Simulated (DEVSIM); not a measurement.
Device: abrupt GaP n-p junction, at 300 K.

Layer 1 from the left is GaP, thickness (μm) 0.960, Nd (cm⁻³) 4.9e17, τn (s) 2.5e-6, τp (s) 2.5e-6. Layer 2 from the left is GaP, thickness (μm) 5.70, Na (cm⁻³) 5.7e14, τn (s) 2.5e-6, τp (s) 2.5e-6.

Left contact: ohmic. Right contact: ohmic. Voltage is applied to the left contact. Recombination: SRH at mid-gap, radiative. Mobility is constant in doping.

The device is made up for the run: typed textbook-type constants, with dimensions and the other settings drawn at random. Values at 300 K.

GaP: gap (eV) 2.26, affinity (eV) 3.8, permittivity 11.1, Nc (cm⁻³) 1.8e19, Nv (cm⁻³) 1.9e19, μn (cm²/Vs) 250, μp (cm²/Vs) 150, B (cm³/s) 1e-13.

### Question
Estimate by hand the built-in potential, the peak field at zero bias, the capacitance at 3 V, and compare with a numerical solution.

### Answer

- Built-in potential: ni = √(Nc Nv) exp(−Eg/2kT) = 1.92 cm⁻³ with Eg = 2.260 eV; Vbi = kT/q ln(Na Nd/ni²) = 1.898 V; numerical 1.898 V.
- Peak field at zero bias: depletion approximation: W = √(2εVbi/(qN)) = 2.02 μm with N = 5.69e14 cm⁻³; field = 2Vbi/W = 18800 V/cm; numerical 41800 V/cm (estimate below by 55 %).
- Capacitance at 3 V: C = √(qεN / 2(Vbi + |V|)) = 3.03 nF/cm²; numerical 3.05 nF/cm² (estimate below by 0.87 %).

DEVSIM, 1D drift-diffusion, Boltzmann statistics, complete ionisation; no tunnelling, impact ionisation, image-force lowering or self-heating.
